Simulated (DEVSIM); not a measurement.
System: W/Si3N4/p-Ge capacitor, at 300 K.

```csv
layer (left to right),material,thickness (nm),Na (cm⁻³)
1,Si3N4,6.50,-
2,Ge,1100,2.8e17
```

Metal gate on the left, work function 4.6 eV. Fixed charge at the semiconductor interface -2.1e10 cm⁻² (in units of +e); no interface traps.

Constants are typed, rounded textbook-type inputs, not results; the design itself was drawn at random and stands for no fabricated device. Values at 300 K.

| parameter | Si3N4 | Ge |
|---|---|---|
| gap (eV) | 5.1 | 0.664 |
| affinity (eV) | 2.1 | 4 |
| permittivity | 7.5 | 16 |
| Nc (cm⁻³) | - | 1.04e19 |
| Nv (cm⁻³) | - | 6e18 |

DEVSIM, 1D Poisson equation in equilibrium, Boltzmann statistics, complete ionisation; no quantum confinement or tunnelling. Metal contacts follow the ideal Schottky-Mott rule: no Fermi-level pinning, no interface dipoles.

Problem. Tabulate band edges, carrier densities and field at 0.45 V on the gate.

Solution. Energies count from the Fermi level of the right contact; mesh points crowd at the junctions.

```json
[
 {"x (μm)": "0.000", "Ec (eV)": "2.050", "Ev (eV)": "-3.050", "n (cm⁻³)": "< 1e2", "p (cm⁻³)": "< 1e2", "field (V/cm)": "270000"},
 {"x (μm)": "0.0009890", "Ec (eV)": "2.076", "Ev (eV)": "-3.024", "n (cm⁻³)": "< 1e2", "p (cm⁻³)": "< 1e2", "field (V/cm)": "270000"},
 {"x (μm)": "0.002510", "Ec (eV)": "2.117", "Ev (eV)": "-2.983", "n (cm⁻³)": "< 1e2", "p (cm⁻³)": "< 1e2", "field (V/cm)": "270000"},
 {"x (μm)": "0.004408", "Ec (eV)": "2.167", "Ev (eV)": "-2.933", "n (cm⁻³)": "< 1e2", "p (cm⁻³)": "< 1e2", "field (V/cm)": "270000"},
 {"x (μm)": "0.006140", "Ec (eV)": "2.213", "Ev (eV)": "-2.887", "n (cm⁻³)": "< 1e2", "p (cm⁻³)": "< 1e2", "field (V/cm)": "270000"},
 {"x (μm)": "0.007024", "Ec (eV)": "0.329", "Ev (eV)": "-0.335", "n (cm⁻³)": "3.1e13", "p (cm⁻³)": "1.4e13", "field (V/cm)": "120000"},
 {"x (μm)": "0.008655", "Ec (eV)": "0.348", "Ev (eV)": "-0.316", "n (cm⁻³)": "1.5e13", "p (cm⁻³)": "3.0e13", "field (V/cm)": "120000"},
 {"x (μm)": "0.01361", "Ec (eV)": "0.402", "Ev (eV)": "-0.262", "n (cm⁻³)": "1.9e12", "p (cm⁻³)": "2.4e14", "field (V/cm)": "100000"},
 {"x (μm)": "0.02161", "Ec (eV)": "0.471", "Ev (eV)": "-0.193", "n (cm⁻³)": "1.3e11", "p (cm⁻³)": "3.5e15", "field (V/cm)": "75000"},
 {"x (μm)": "0.03734", "Ec (eV)": "0.552", "Ev (eV)": "-0.112", "n (cm⁻³)": "5.5e9", "p (cm⁻³)": "7.9e16", "field (V/cm)": "30000"},
 {"x (μm)": "0.06829", "Ec (eV)": "0.583", "Ev (eV)": "-0.081", "n (cm⁻³)": "1.6e9", "p (cm⁻³)": "2.7e17", "field (V/cm)": "1400"},
 {"x (μm)": "0.1623", "Ec (eV)": "0.585", "Ev (eV)": "-0.079", "n (cm⁻³)": "1.6e9", "p (cm⁻³)": "2.8e17", "field (V/cm)": "≈ 0"},
 {"x (μm)": "0.3140", "Ec (eV)": "0.585", "Ev (eV)": "-0.079", "n (cm⁻³)": "1.6e9", "p (cm⁻³)": "2.8e17", "field (V/cm)": "≈ 0"},
 {"x (μm)": "0.5926", "Ec (eV)": "0.585", "Ev (eV)": "-0.079", "n (cm⁻³)": "1.6e9", "p (cm⁻³)": "2.8e17", "field (V/cm)": "≈ 0"},
 {"x (μm)": "0.9010", "Ec (eV)": "0.585", "Ev (eV)": "-0.079", "n (cm⁻³)": "1.6e9", "p (cm⁻³)": "2.8e17", "field (V/cm)": "≈ 0"},
 {"x (μm)": "1.003", "Ec (eV)": "0.585", "Ev (eV)": "-0.079", "n (cm⁻³)": "1.6e9", "p (cm⁻³)": "2.8e17", "field (V/cm)": "≈ 0"},
 {"x (μm)": "1.054", "Ec (eV)": "0.585", "Ev (eV)": "-0.079", "n (cm⁻³)": "1.6e9", "p (cm⁻³)": "2.8e17", "field (V/cm)": "≈ 0"},
 {"x (μm)": "1.081", "Ec (eV)": "0.585", "Ev (eV)": "-0.079", "n (cm⁻³)": "1.6e9", "p (cm⁻³)": "2.8e17", "field (V/cm)": "≈ 0"},
 {"x (μm)": "1.097", "Ec (eV)": "0.585", "Ev (eV)": "-0.079", "n (cm⁻³)": "1.6e9", "p (cm⁻³)": "2.8e17", "field (V/cm)": "≈ 0"},
 {"x (μm)": "1.102", "Ec (eV)": "0.585", "Ev (eV)": "-0.079", "n (cm⁻³)": "1.6e9", "p (cm⁻³)": "2.8e17", "field (V/cm)": "≈ 0"},
 {"x (μm)": "1.105", "Ec (eV)": "0.585", "Ev (eV)": "-0.079", "n (cm⁻³)": "1.6e9", "p (cm⁻³)": "2.8e17", "field (V/cm)": "≈ 0"},
 {"x (μm)": "1.107", "Ec (eV)": "0.585", "Ev (eV)": "-0.079", "n (cm⁻³)": "1.6e9", "p (cm⁻³)": "2.8e17", "field (V/cm)": "≈ 0"}
]
```
